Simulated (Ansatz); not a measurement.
An ideal cubic perovskite cell is held by its symmetry; such compounds can tilt or shift off centre at room temperature. The starting structures come from a database of crystals and need not be the phases stable at ambient conditions.

 Where the default PAW files enter, the runs use the earlier of Ansatz's two default sets.

Crystal: KCaF3 (Pm-3m, cubic perovskite, not sure to be the ambient phase, 5 atoms a cell, 18.0 Å³ an atom, -2 GPa at this level); planes in its conventional cell.

These are r2SCAN (plane waves, PAW; Ansatz, an electronic-structure program) values and carry that method's errors.

The gap is the functional's own, uncorrected, and κ follows it; spin-orbit coupling is left out. Mid-gap values are interpolated between the computed energies.

```csv
plane,area of the cell (Å²),mid-gap κ (1/Å),largest κ in the gap (1/Å)
(001),20.1,0.51,0.51
(110),28.4,?,?
(111),34.8,?,?
```

Problem. The slowest decay depends on the direction. Supply the withheld values.

Solution. 
- (110), mid-gap κ (1/Å): 0.56
- (110), largest κ in the gap (1/Å): 0.56
- (111), mid-gap κ (1/Å): 0.57
- (111), largest κ in the gap (1/Å): 0.58
